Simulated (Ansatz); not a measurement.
We consider fluorite NiSi2, described by revPBE in Ansatz (plane waves, PAW).

The input as run:

Ansatz 0.2 input:
```yaml
crystal:
  lattice:
    - [0.0, 2.7346812091, 2.7346812091]
    - [2.7346812091, 0.0, 2.7346812091]
    - [2.7346812091, 2.7346812091, 0.0]
  atoms:
    - { symbol: Si, position: [0.25, 0.25, 0.25] }
    - { symbol: Si, position: [0.75, 0.75, 0.75] }
    - { symbol: Ni, position: [0.0, 0.0, 0.0] }
basis:
  ecutwfc: 520
  ecutrho_ratio: 4
  xc_grid: 2
kpoints:
  mp_grid: { grid: [18, 18, 18] }
hamiltonian:
  xc: revpbe
  dispersion: none
  pseudopotentials: { kind: paw }
scf:
  occupations: { method: fermi_dirac, width: 0.05 }
  convergence: { dr2_threshold: 0.0000000003 }
output:
  forces: true
  stress: true
  eigenvalues: true
```

The run printed, among other lines:

```
Crystal: 3 atoms, lattice volume = 40.903 Å³
Basis set: ecut = 520 eV, 1067 PW (Γ), exchange–correlation on 60×60×60 points (8 copies of the dense FFT grid, shifted against one another)
Bands: 17, of which v1, the nominal top of the filled ones, is band 13 counted from 1 (12 counted from 0)
Symmetry: 48 space group operations
Space group: Fm-3m (ITA 225), of the structure as read, at distance tolerance 3.4e-5 Å
k-points: 195 of 5832
Functional: x = revpbe(κ = 1.245, μ = 0.2195149727645171), c = pbe(β = 0.06672455060314922)
SCF iter   1: F=—  HF=-7120.348776 eV  |F-HF|=—  |Δ(HF+E_count)|=         —  Δρ=7.35e-3  dr2=1.66e-2
SCF iter   2: F=—  HF=-7120.347661 eV  |F-HF|=—  |Δ(HF+E_count)|=   1.12e-3  Δρ=2.56e-3  dr2=2.38e-3
  ...
SCF iter   7: F=—  HF=-7120.347721 eV  |F-HF|=—  |Δ(HF+E_count)|=   6.83e-7  Δρ=1.26e-5  dr2=6.96e-8
SCF iter   8: F=-7120.347721 eV  HF=-7120.347721 eV  |F-HF|=9.37e-11  |Δ(HF+E_count)|=   4.06e-9  Δρ=5.66e-7  dr2=1.02e-10
SCF 1 converged in 8 iterations: F = -7120.347721 eV  dr2 = 1.02e-10
SCF converged after 8 iterations
Free energy (F): -7120.347721 eV
Internal energy: -7120.341046 eV  (E = F + TS)
E sigma→0 (E₀):  -7120.344383 eV
Fermi energy:    12.730321 eV
--- Forces (eV/Å), atoms counted from 1 ---
  atom   1  Si    -0.00000000    -0.00000000     0.00000000
  atom   2  Si     0.00000000     0.00000000    -0.00000000
  atom   3  Ni    -0.00000000     0.00000000    -0.00000000
--- Stress (GPa, compression-positive) ---
       -0.000718      -0.000000       0.000000
       -0.000000      -0.000718      -0.000000
       -0.000000       0.000000      -0.000718
  P = ⅓ Tr σ = -0.0007 GPa (-0.007 kbar)
```

The PAW data were made under PBE.

The result took about 13 core-seconds (a rough figure).

Ansatz is an electronic-structure program.
